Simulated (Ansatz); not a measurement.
Functionals compared on the (111) surface of fcc Ca in its 1x1 cell, outermost plane spacing 3.19 Å in the ideal cut, in Ansatz (plane waves, PAW). The structure was relaxed with PBE; the other rows are single points on it, each with its references at the same level. Cutoff 420 eV (500 eV for r2SCAN).

Slab: 4 atoms, 9.6 Å thick at the start (thin: gaps and levels are the slab's own); k 11x11x1, smearing 0.1 eV, dipole-corrected; all atoms relaxed; symmetry of the start imposed; no spin, no spin-orbit, no U. These notes are the PBE run's.

```json
[
 {"functional": "PBE", "surface energy (J/m²)": "0.47", "work function of the top face (eV)": "2.98", "rough cost of the single point": "–"},
 {"functional": "LDA", "surface energy (J/m²)": "?", "work function of the top face (eV)": "?", "rough cost of the single point": "around 13 core-seconds (rough)"},
 {"functional": "PBEsol", "surface energy (J/m²)": "0.50", "work function of the top face (eV)": "3.01", "rough cost of the single point": "about 13 core-seconds (a rough figure)"},
 {"functional": "RPBE", "surface energy (J/m²)": "0.44", "work function of the top face (eV)": "2.92", "rough cost of the single point": "about 14 core-seconds (a rough figure)"},
 {"functional": "r2SCAN", "surface energy (J/m²)": "0.52", "work function of the top face (eV)": "3.06", "rough cost of the single point": "very roughly 30 core-seconds"}
]
```

**Question.** Some entries are withheld; supply them.

**Answer.** 
- LDA, surface energy (J/m²): 0.51
- LDA, work function of the top face (eV): 3.07

Ansatz is a program for electronic structure.
